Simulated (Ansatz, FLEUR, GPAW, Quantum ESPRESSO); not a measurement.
# One structure in several programs: BaB₆ (Pm-3m, 7 atoms in the cell)

Self-consistent single point.

```
CELL_PARAMETERS angstrom
      4.23065     0.00000     0.00000
      0.00000     4.23065     0.00000
      0.00000     0.00000     4.23065
ATOMIC_POSITIONS crystal
  Ba 0.00000 0.00000 0.00000
  B  0.20566 0.50000 0.50000
  B  0.79434 0.50000 0.50000
  B  0.50000 0.20566 0.50000
  B  0.50000 0.79434 0.50000
  B  0.50000 0.50000 0.20566
  B  0.50000 0.50000 0.79434
```

Shared settings, as Ansatz (an electronic-structure program) writes them: kpoints.mp_grid.grid = 10 10 10; scf.occupations.method = gaussian; scf.occupations.width = 0.1 eV. Potentials and cutoffs stand in the table.

```
code                                                                        model  largest force (eV/Å)         cutoff
----------------  ---------------------------------------------------------------  --------------------  -------------
Ansatz                                            PBEsol, PAW files made with PBE                 0.260        default
GPAW                        PBEsol, GPAW PAW datasets PBEsol (made by gpaw-setup)                 0.253         900 eV
Quantum ESPRESSO             PBEsol, SSSP 1.1.2 efficiency (PBE) pseudopotentials                 0.237          45 Ry
FLEUR             PBEsol, all-electron FLAPW (FLEUR), scalar-relativistic valence                 0.283  Kmax 4 1/bohr
```

The spread over the programs that give each value: largest force within 0.046 eV/Å.

FLEUR treats all electrons, but the usual bases taken here (sphere radii, linearisation, local orbitals, empty states) were not tested for convergence, so the values are no reference for the others. 

The starting cell comes from a database of computed structures (which also holds hypothetical and non-ambient phases and stackings), without a prior relaxation at this level. Its lattice was rescaled by a random factor within 2.5 % of one.

Keys are those of Ansatz 0.2.
